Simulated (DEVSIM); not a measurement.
Device: Schottky contact on n-type CdTe, at 300 K.

Layer 1 from the left is CdTe, thickness (μm) 5.40, Nd (cm⁻³) 7.3e15, τn (s) 6.9e-10, τp (s) 6.9e-10.

Left contact: Schottky, work function 4.9 eV, emission velocity 6.8e6 cm/s. Right contact: ohmic. Voltage is applied to the left contact. Recombination: SRH at mid-gap, radiative. Mobility is constant in doping.

The device is made up for the run: typed textbook-type constants, with dimensions and the other settings drawn at random. Values at 300 K.

CdTe: gap (eV) 1.5, affinity (eV) 4.28, permittivity 10.2, Nc (cm⁻³) 8e17, Nv (cm⁻³) 1.8e19, μn (cm²/Vs) 1000, μp (cm²/Vs) 80, B (cm³/s) 1e-10.

Model (solved in DEVSIM): 1D drift-diffusion, Boltzmann statistics, complete ionisation; no tunnelling, impact ionisation, image-force lowering or self-heating. Metal contacts follow the ideal Schottky-Mott rule: no Fermi-level pinning, no interface dipoles.

Dark forward current:

```tsv
|V| (V)	|J| (A/cm²)
0.05	0.0001634
0.10	0.001278
0.15	0.008866
0.20	0.06026
0.25	0.4039
0.30	2.592
0.35	13.93
0.40	48.90
0.45	109.6
0.50	186.3
0.55	272.1
0.60	363.3
0.65	458.0
0.70	555.0
0.75	653.8
0.80	753.9
0.85	855.1
0.90	957.0
0.95	1060
1.00	1163
1.05	1267
1.10	1371
1.15	1475
1.20	1580
1.25	1685
1.30	1790
```

Work out the local ideality factor n = ΔV / (kT/q · ln(J2/J1)) between the rows 0.15 and 0.20 V, 1.25 and 1.30 V.

kT/q = 25.85 mV. From 0.15 to 0.20 V: ln(0.06026/0.008866) = 1.916, n = 1.01, near the 1 of diffusion or emission over a barrier. From 1.25 to 1.30 V: ln(1790/1685) = 0.060, n = 32.00; the layers' resistance at their doping, Σ W/(qμN) = 0.00046 Ω cm², would take 48 mV of this step of 50 mV.

Estimate the current at 0.20 V for emission alone, J0 = q v N_band exp(−φB/kT), and read the barrier back from the simulated current.

φB = 0.620 eV, N_band = 8.00e17 cm⁻³, J0 = 3.34e-5 A/cm²; J = J0 (exp(qV/kT) − 1) = 0.0765 A/cm². The simulation gives 0.0603 A/cm²; the estimate lies 27 % above. Read backwards, the simulated current gives an apparent barrier of 0.626 eV. The estimate leaves out transport through the depletion region and minority injection.
